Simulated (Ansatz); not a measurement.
Defect: Sc-vacancy pair (Sc on one host Ce site, one O site vacant) in ceria, charge state +1. The step: a nearby O atom hops onto the vacant site (Sc-vacancy distance between ideal sites 2.37 Å throughout); the atom moves 2.16 Å along (0.00, 0.00, -0.40) of the unit cell; the moving atom starts with neighbours Ce at 2.28, 2 Ce at 2.51; 2 O at 2.72, 2 O at 2.79; Sc at 2.29 Å and ends with Ce at 2.28, 2 Ce at 2.51; 2 O at 2.72, 2 O at 2.79; Sc at 2.29 Å. A PBE band in Ansatz (plane-wave PAW, one k-point at (0.250, 0.250, 0.250), 96 host sites, 17 SCF runs with any check of the saddle's order, static, no finite-size correction) gives a forward barrier of 0.28 eV. The saddle point's order was not checked, and it lies on a symmetry element of the cell, where a band can be held. The charge state is imposed; whether it is stable for some Fermi level was not computed. Forms of the defect that were not tried may lie lower.

Single points at the band's start and saddle point can refine it. Rough cost of one point, in units of the band's mean SCF on the same machine:

```csv
Level,Cost of one point
"PBE, a 2×2×2 k-point mesh shifted by half a step",about 3
"r2SCAN at 500 eV, one k-point at (0.250, 0.250, 0.250)",about 3
```

Q: Which of these move the barrier by more than 0.1 eV, and how far does each move it?

A: Not one does. PBE, a 2×2×2 k-point mesh shifted by half a step: 0.00 eV; r2SCAN at 500 eV, one k-point at (0.250, 0.250, 0.250): +0.02 eV. Each functional is compared with PBE at the same k-points.

Ansatz is a first-principles code.
